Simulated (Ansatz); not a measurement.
A (4,0) carbon nanotube has 16 atoms in a period of 4.216 Å, a mean diameter of 3.37 Å, and lies 747 meV/atom over the flat sheet relaxed at the same level.

Level of theory: PBE (plane waves to 420 eV, PAW; Ansatz, an electronic-structure program). Mesh 1×1×18. No spin polarisation. Periodic along z alone, with about 11 Å of vacuum beside it. An idealised model, rolled from the flat sheet. Only distortions within the start's symmetry and period were free.

Which bending rigidity of the sheet does this imply in the thin-plate picture?

A plate bent to radius R stores D/(2R²) an area. The area an atom is π × 3.37 × 4.216/16 = 2.79 Å², so the stored energy is 0.747/2.79 = 0.2677 eV/Å². With R = 1.685 Å, D = 2R² × 0.2677 = 1.5 eV. At this curvature the harmonic plate is a rough guide.
